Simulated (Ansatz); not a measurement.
# A computed series for Sn: response to strain

Base system: Sn in the diamond structure (space group Fd-3m, No. 227; relaxed with 0.1 eV smearing).

```yaml
crystal:
  lattice:
    - [0.00000, 3.32808, 3.32808]
    - [3.32808, 0.00000, 3.32808]
    - [3.32808, 3.32808, 0.00000]
  atoms:
    - { symbol: Sn, position: [0.00000, 0.00000, 0.00000] }
    - { symbol: Sn, position: [0.25000, 0.25000, 0.25000] }
```

Strains are applied to the cell and any free atomic positions relax.

Calculations: PBE (Ansatz, a quantum-chemistry and plane-wave program), no spin-orbit coupling.

Candidates:
(a) isotropic strain −3.00 %
(b) isotropic strain +3.00 %
(c) isotropic strain +2.00 %
(d) isotropic strain +1.00 %

Notes on the quantities. energy relative to the base: free energy F.

Order them by energy relative to the base, highest first.

(a) isotropic strain −3.00 % (+37 meV/atom), (b) isotropic strain +3.00 % (+30 meV/atom), (c) isotropic strain +2.00 % (+14 meV/atom), (d) isotropic strain +1.00 % (+3.6 meV/atom)

No phonon test of stability was made.
